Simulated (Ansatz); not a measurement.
```
CdS
1.0
    4.16197     0.00000     0.00000
    0.00000     4.16197     0.00000
    2.08098     2.08098     2.94295
Cd S
1 1
Direct
  0.00000   0.00000   0.00000
  0.75000   0.25000   0.50000
```

Space group of this cell: F-43m, zinc blende. The cell is taken as given.

Calculation: r2SCAN (plane waves, PAW; Ansatz, a program for electronic structure).

The current runs along the normal of the first two printed vectors; no spin-orbit coupling. Scaled by the factor s: all lengths (ions clamped). Meshes 10×10×10 and 8×8 across the current in all rows.

```tsv
s	mean pressure (GPa)	band gap (eV)
0.98	3.9	?
1.00	-0.2	1.53
1.02	-3.3	1.39
```

Task: Take the slope of the band gap against ln s from the two given rows, extrapolate to s = 0.98, and say what the run there gives.

Result: Slope = (1.39 − 1.53) / ln 1.02 = -7.07 eV. The line gives 1.53 + (-7.07) × ln 0.98 = 1.67 eV. The run gives 1.67 eV, as the line does.
